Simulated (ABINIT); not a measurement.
ABINIT run on ZrRh₃ (Pm-3m, 4 atoms in the cell): self-consistent single point.

Method of the run: PBEsol, PAW (JTH v2.0 PBE PAW, files made for PBE) (plane waves; ABINIT 10.0.3).

```
CELL_PARAMETERS angstrom
      3.93411     0.00000     0.00000
      0.00000     3.93411     0.00000
      0.00000     0.00000     3.93411
ATOMIC_POSITIONS crystal
  Zr 0.00000 0.00000 0.00000
  Rh 0.50000 0.50000 0.00000
  Rh 0.00000 0.50000 0.50000
  Rh 0.50000 0.00000 0.50000
```

Reference input (self-consistent single point, DFT, LDA (PW92), plane waves, PAW (JTH v2.0 LDA PAW)): pseudos = [Zr.LDA_PW-JTH.xml, Rh.LDA_PW-JTH.xml]; ecut = 21 Ha; pawecutdg = 42 Ha; pawxcdev = 0; ixc = 7; occopt = 3; tsmear = 0.00183747 Ha; ngkpt = 6 6 6; nshiftk = 1; shiftk = 0 0 0; potentials = JTH v2.0 LDA PAW; nband = 41. This run's input differs from it in these lines:

```diff
@@ -1,4 +1,4 @@
-# ZrRh3, JTH v2.0 LDA PAW
+# ZrRh3, JTH v2.0 PBE PAW
 pp_dirpath "./"
-pseudos "Zr.LDA_PW-JTH.xml, Rh.LDA_PW-JTH.xml"
+pseudos "Zr.GGA_PBE-JTH.xml, Rh.GGA_PBE-JTH.xml"
 acell 3*1.0
@@ -20,3 +20,3 @@
 pawxcdev 0
-ixc 7
+ixc -116133
 occopt 3
```

Its files differ too (potentials: JTH v2.0 LDA PAW → JTH v2.0 PBE PAW).

Output, abridged:

```
--- !BeginCycle
solver: {iscf: 17, nstep: 80, nline: 4, wfoptalg: 10, }
tolerances: {tolvrs: 1.00E-12, }
...

     iter   Etot(hartree)      deltaE(h)  residm     nres2
 ETOT  1  -373.37306874146    -3.734E+02 2.006E+01 6.252E+01
 ETOT  2  -382.11426728607    -8.741E+00 1.582E-01 9.319E+01
 ETOT  3  -381.82908670583     2.852E-01 9.132E-02 5.962E+00
 ETOT  4  -381.83074628690    -1.660E-03 2.363E-02 4.549E+00
 ETOT  5  -381.82410300725     6.643E-03 4.310E-03 1.268E+00
   [... 12 lines left out ...]
 ETOT 18  -381.82102258174     3.064E-11 1.096E-04 2.998E-10
 ETOT 19  -381.82102258174     1.194E-12 2.417E-05 8.051E-12
 ETOT 20  -381.82102258174    -3.809E-12 6.384E-05 1.285E-12
 ETOT 21  -381.82102258174     2.331E-12 1.598E-05 3.057E-13
 At SCF step   21       nres2   =  3.06E-13 < tolvrs=  1.00E-12 =>converged.

 Cartesian components of stress tensor (hartree/bohr^3)
  sigma(1 1)=  1.74730075E-04  sigma(3 2)=  0.00000000E+00
  sigma(2 2)=  1.74730075E-04  sigma(3 1)=  0.00000000E+00
  sigma(3 3)=  1.74730075E-04  sigma(2 1)=  0.00000000E+00

 ----iterations are completed or convergence reached----

 reduced coordinates (array xred) for    4 atoms
       0.000000000000      0.000000000000      0.000000000000
       0.500000000000      0.500000000000      0.000000000000
       0.000000000000      0.500000000000      0.500000000000
       0.500000000000      0.000000000000      0.500000000000
 cartesian forces (eV/Angstrom) at end:
    1     -0.00000000000000    -0.00000000000000    -0.00000000000000
   [... lines left out ...]
 Fermi (or HOMO) energy (hartree) =   0.54856   Average Vxc (hartree)=  -0.47874
 Fermi (or HOMO) energy (eV) =  14.92694   Average Vxc (eV)= -13.02711
   [... lines left out ...]
'-kT*entropy'       : -1.03822507257255E-03
total_energy        : -3.81821022498258E+02
total_energy_eV     : -1.03898784090178E+04
...

-Cartesian components of stress tensor (GPa)         [Pressure= -5.1407E+00 GPa]
- sigma(1 1)=  5.14073542E+00  sigma(3 2)=  0.00000000E+00
- sigma(2 2)=  5.14073542E+00  sigma(3 1)=  0.00000000E+00
- sigma(3 3)=  5.14073542E+00  sigma(2 1)=  0.00000000E+00

 Calculation completed.
```

The run converged in 21 iterations. Against the reference run the pressure goes from -10.46 to -5.14 GPa.

The starting cell comes from a database of computed structures (which also holds hypothetical and non-ambient phases and stackings), without a prior relaxation at this level. Spin polarisation is off. The potentials were made for another functional than the one used. With a pressure of about -5 GPa the cell is away from its equilibrium volume at this level.

Cost on one core of a shared machine: roughly 2 min.
